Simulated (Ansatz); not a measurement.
The parent structure is CsHS (space group I4/m, No. 87; a cell from a computed database, its experimental status unchecked).

```cif
data_H8Cs8S8
_chemical_formula_sum 'Cs8 H8 S8'
_space_group_name_H-M_alt 'I4/m'
_space_group_IT_number 87
_space_group_name_Hall '-I 4'
_cell_length_a 8.29073
_cell_length_b 8.29073
_cell_length_c 9.17679
_cell_angle_alpha 90.000
_cell_angle_beta 90.000
_cell_angle_gamma 90.000
loop_
_atom_site_label
_atom_site_type_symbol
_atom_site_symmetry_multiplicity
_atom_site_Wyckoff_symbol
_atom_site_fract_x
_atom_site_fract_y
_atom_site_fract_z
_atom_site_occupancy
Cs1 Cs 4 d 0.00000 0.50000 0.25000 1
Cs2 Cs 4 e 0.00000 0.00000 0.26807 1
H1 H 8 h 0.24031 0.08590 0.00000 1
S1 S 8 h 0.24088 0.24914 0.00000 1
```
(The calculation used a cell of 12 atoms; values per cell refer to that cell.)

Level of theory: Ansatz (a quantum-chemistry and plane-wave program) r2SCAN, no SOC.

Base values:

Gap character: direct at Γ
Electron mass: 1.7 mₑ along c, 0.45 mₑ across (at Γ)
Hole mass: 0.59 mₑ along c, 2.4 mₑ across (at Γ)

One thing is altered: the cell is scaled by 0.9797 in all directions; the atoms relax in the strained cell.

Task: Predict the new mean gap deformation potential ΔEg/Δln V, gap character, electron mass and hole mass.

Result: The mean gap deformation potential ΔEg/Δln V amounts to +1.2 eV; the gap character is still direct at Γ; the electron mass goes from 1.7 mₑ along c, 0.45 mₑ across (at Γ) to 1.8 mₑ along c, 0.43 mₑ across (at Γ); the hole mass becomes 0.55 mₑ along c, 2.2 mₑ across (at Γ) (base: 0.59 mₑ along c, 2.4 mₑ across (at Γ)).

Masses are band curvatures over ±0.01 Å⁻¹ around the edge. Stability against distortions was not tested.
